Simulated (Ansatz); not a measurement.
Input:

```
CELL_PARAMETERS angstrom
      0.00000     2.44810     2.44810
      2.44810     0.00000     2.44810
      2.44810     2.44810     0.00000
ATOMIC_POSITIONS crystal
  S  0.00000 0.00000 0.00000
  Mo 0.50000 0.50000 0.50000
```

No spin polarisation.

A single point on PbS with a change (Pb → Mo), its geometry relaxed with PBEsol.

All numbers come from Ansatz (a program for electronic structure), r2SCAN, PAW, cutoff 500 eV, no spin-orbit coupling, earlier PAW set. Γ-centred 16×16×16 mesh, Fermi–Dirac width 0.05 eV.

Task: What is the computed band gap?

Result: Zero.

Task: What is the computed pressure?

Result: 5.9 GPa.

Single points use the geometry relaxed with PBEsol. Stability against distortions was not tested. All final runs are without spin polarisation. The cell was made from PbS by this change: Pb → Mo; the result is a hypothetical phase, not in the database extracts checked. MoS has a high density of states at the Fermi level and may be magnetic at this level.
